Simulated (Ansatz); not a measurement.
The starting structures come from a database of crystals and need not be the phases stable at ambient conditions.

Data:

```yaml
crystal:
  lattice:
    - [6.46141, -0.04439, 0.00000]
    - [-1.42257, 8.58480, 0.00000]
    - [-0.71128, 4.29240, 4.85178]
  atoms:
    - { symbol: Sc, position: [0.00000, 0.44891, 0.10218] }
    - { symbol: Tl, position: [0.50000, 0.84614, 0.30772] }
    - { symbol: P, position: [0.90954, 0.89757, 0.81153] }
    - { symbol: P, position: [0.09046, 0.29090, 0.81153] }
    - { symbol: S, position: [0.70361, 0.63350, 0.05092] }
    - { symbol: S, position: [0.29639, 0.31558, 0.05092] }
    - { symbol: S, position: [0.83021, 0.41745, 0.75059] }
    - { symbol: S, position: [0.16979, 0.83195, 0.75059] }
    - { symbol: S, position: [0.00000, 0.95830, 0.08340] }
    - { symbol: S, position: [0.75045, 0.12764, 0.48525] }
    - { symbol: S, position: [0.24955, 0.38711, 0.48525] }
```

Space group of this cell: C2. The cell was relaxed by PBE-D3(BJ).

Transport runs along the normal of the first two printed cell vectors.

The gap is the functional's own, uncorrected, and κ follows it; spin-orbit coupling is left out. Mid-gap values are interpolated between the computed energies.

Task: Compute, with Ansatz (a program for electronic structure) with r2SCAN, the band gap and the smallest decay constant κ at mid-gap.

Result: Gap 2.34 eV on a 6×6×6 mesh; κ = 0.303 1/Å, at the zone centre.
